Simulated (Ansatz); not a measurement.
The starting structures come from a database of crystals and need not be the phases stable at ambient conditions.

By PBEsol, the system below comes out a metal.

The ballistic (Sharvin) conductance counts the channels at the Fermi level: G/A = (e²/h) × channels of both spins per area.

```
IrO2
1.0
    6.93441     0.00000     0.00000
   -3.46721     6.00538     0.00000
    3.46721     2.00179     2.83096
Ir O
4 8
Direct
  0.00000   0.50000   0.00000
  0.50000   0.50000   0.00000
  0.00000   0.00000   0.00000
  0.50000   0.00000   0.00000
  0.00000   0.15013   0.34987
  0.00000   0.84987   0.65013
  0.50000   0.84987   0.34987
  0.50000   0.15013   0.65013
  0.69974   0.34987   0.95039
  0.30026   0.65013   0.04961
  0.80026   0.65013   0.34987
  0.19974   0.34987   0.65013
```

Space group of this cell: Pa-3. The cell is taken as given; by PBEsol its mean pressure is -8.0 GPa.

The current flows along the normal of the first two printed cell vectors, the (111) plane of the conventional cell. No spin-orbit coupling; the value is a mean over 0.1 eV about the Fermi level.

### Question
Estimate the ballistic conductance per area that PBEsol (Ansatz, a quantum-chemistry and plane-wave program) returns for this system.

### Answer
0.86 × 10¹⁵ S/m² for both spins.
